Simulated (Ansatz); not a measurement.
# Mg2Sn, response to strain

Take Mg₂Sn (space group Fm-3m, No. 225; a = 6.6638 Å; relaxed with 0.1 eV smearing) as the base.

Strains are applied to the cell and any free atomic positions relax.

Computed with plane-wave PAW DFT at the LDA level (Ansatz, a quantum-chemistry and plane-wave program, 420 eV), no SOC.

Notes on the quantities. energy relative to the base: free energy F.

| change | pressure | energy relative to the base | volume per atom |
|---|---|---|---|
| base | 0.0 GPa | 0 meV/atom | 24.66 Å³ |
| isotropic strain −3.00 % | 5.2 GPa | +32 meV/atom | 22.51 Å³ |
| isotropic strain −2.50 % | 4.2 GPa | +22 meV/atom | 22.86 Å³ |
| isotropic strain −2.00 % | … | … | 23.21 Å³ |
| isotropic strain −1.50 % | 2.3 GPa | +7.7 meV/atom | 23.57 Å³ |
| isotropic strain −1.00 % | 1.5 GPa | +3.4 meV/atom | 23.93 Å³ |
| isotropic strain −0.50 % | 0.7 GPa | +0.8 meV/atom | 24.29 Å³ |
| isotropic strain +1.00 % | -1.3 GPa | +3.1 meV/atom | 25.41 Å³ |
| isotropic strain +2.00 % | -2.4 GPa | +12 meV/atom | 26.17 Å³ |
| isotropic strain +2.50 % | -2.9 GPa | +18 meV/atom | 26.56 Å³ |

Task: Fill in the withheld entries from the trend.

Result: 
- isotropic strain −2.00 %, pressure: 3.2 GPa
- isotropic strain −2.00 %, energy relative to the base: +14 meV/atom

No phonon test of stability was made.
